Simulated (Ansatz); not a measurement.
# Ba (Im-3m): band-structure transport figures

Consider the following.

```xyz
1
Lattice="-2.4381 2.4381 2.4381 2.4381 -2.4381 2.4381 2.4381 2.4381 -2.4381" Properties=species:S:1:pos:R:3 pbc="T T T"
Ba     0.0000     0.0000     0.0000
```

These are PBEsol, rigid bands (plane waves, PAW, scalar-relativistic; Ansatz, an electronic-structure program) values and carry that method's errors. Cell: cell and atoms relaxed with PBEsol.

The density of states at the Fermi level is 1.18 states/(eV·cell), both spins. The bare Sommerfeld coefficient is 2.8 mJ/(mol of atoms·K²). The drude plasma energy is 3.0 eV. The root-mean-square Fermi velocity is 4.2e5 m/s, the resistivity times τ is 53 ×10⁻²² Ω·m·s and the resistivity times mean free path is 23 ×10⁻¹⁶ Ω·m².

A metal at this level (no band gap); rigid bands, thermally averaged at 300 K, both spins. Spin-orbit coupling is left out. τ is one relaxation time for all states; the product of resistivity and mean free path takes one path for all states instead.
